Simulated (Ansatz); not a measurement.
# Response to strain in ZnSe

The parent structure is ZnSe in the zinc blende structure (space group F-43m, No. 216).

```
ZnSe
1.0
    0.00000     2.83278     2.83278
    2.83278     0.00000     2.83278
    2.83278     2.83278     0.00000
Zn Se
1 1
Direct
  0.00000   0.00000   0.00000
  0.25000   0.25000   0.25000
```

Cartesian axes are those of the cell as printed.

Strains are applied to the cell and any free atomic positions relax; under biaxial strain the out-of-plane vector relaxes too.

The values are results of Ansatz (a quantum-chemistry and plane-wave program) r2SCAN, no spin-orbit coupling, not measurements.

Candidates:
(a) biaxial strain +1.00 %, plane normal [001], relaxed out of plane
(b) biaxial strain +2.50 %, plane normal [001], relaxed out of plane
(c) biaxial strain +0.50 %, plane normal [001], relaxed out of plane
(d) biaxial strain +2.00 %, plane normal [001], relaxed out of plane
(e) biaxial strain +1.50 %, plane normal [001], relaxed out of plane

Before the change:

```
Quantity    Value
--------  -------
Band gap  1.87 eV
```

Q: Order them by band gap, highest first.

A: (c) biaxial strain +0.50 %, plane normal [001], relaxed out of plane (1.82 eV), (a) biaxial strain +1.00 %, plane normal [001], relaxed out of plane (1.78 eV), (e) biaxial strain +1.50 %, plane normal [001], relaxed out of plane (1.74 eV), (d) biaxial strain +2.00 %, plane normal [001], relaxed out of plane (1.70 eV), (b) biaxial strain +2.50 %, plane normal [001], relaxed out of plane (1.66 eV)

Stability against distortions was not tested.
